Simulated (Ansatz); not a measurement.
C is taken in the cubic space group Fd-3m, origin choice 1 (No. 227), the diamond structure, Pearson symbol cF8. Lattice parameters: a = 3.5603 Å, b = 3.5603 Å, c = 3.5603 Å, α = 90.00°, β = 90.00°, γ = 90.00°. C on 8b sees 4 C at 1.542 Å (tetrahedral). (Neighbours: up to the widest gap in distance over summed covalent radii, below 1.35, at either atom.)
(The calculation used a cell of 2 atoms; values per cell refer to that cell.)

Q: By how much do the lattice constants and the volume change from 300 K to 500 K (quasi-harmonic approximation, DFT at the r2SCAN level (Ansatz, an electronic-structure program)), and how far does the bulk modulus soften?

A: a by 0.04 %, the volume by 0.12 %; B_T goes from 439 to 436 GPa. The crystal is held in this phase throughout; melting and phase transitions are not modelled.

The PAW data sets were generated under PBE and serve the other functionals too.
